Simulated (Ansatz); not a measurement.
We consider cubic perovskite SrVO₃, described by LDA in Ansatz (PAW).

Settings: plane-wave cutoff 520 eV, 18×18×18 k mesh, Fermi–Dirac smearing 0.046 eV (set by the program), no spin polarisation, scalar-relativistic PAW data made under PBE.

Cell (relaxed at this level):

```cif
data_O3SrV
_chemical_formula_sum 'Sr1 V1 O3'
_space_group_name_H-M_alt 'Pm-3m'
_space_group_IT_number 221
_space_group_name_Hall '-P 4 2 3'
_cell_length_a 3.77296
_cell_length_b 3.77296
_cell_length_c 3.77296
_cell_angle_alpha 90.000
_cell_angle_beta 90.000
_cell_angle_gamma 90.000
loop_
_atom_site_label
_atom_site_type_symbol
_atom_site_symmetry_multiplicity
_atom_site_Wyckoff_symbol
_atom_site_fract_x
_atom_site_fract_y
_atom_site_fract_z
_atom_site_occupancy
Sr1 Sr 1 a 0.00000 0.00000 0.00000 1
V1 V 1 b 0.50000 0.50000 0.50000 1
O1 O 3 c 0.00000 0.50000 0.50000 1
```

**Question.** Give the computed elastic constant C44, Voigt–Reuss–Hill bulk modulus, Young modulus, elastic constant C11 and elastic constant C12.

**Answer.** 
- elastic constant C44: 127 GPa
- Voigt–Reuss–Hill bulk modulus: 218 GPa
- Young modulus: 318 GPa
- elastic constant C11: 385 GPa
- elastic constant C12: 134 GPa

Elastic constants are with the ions relaxed.

Computed values are for the static lattice.

Computing time: about 10 core-minutes (a rough figure).

Ansatz is a first-principles code.
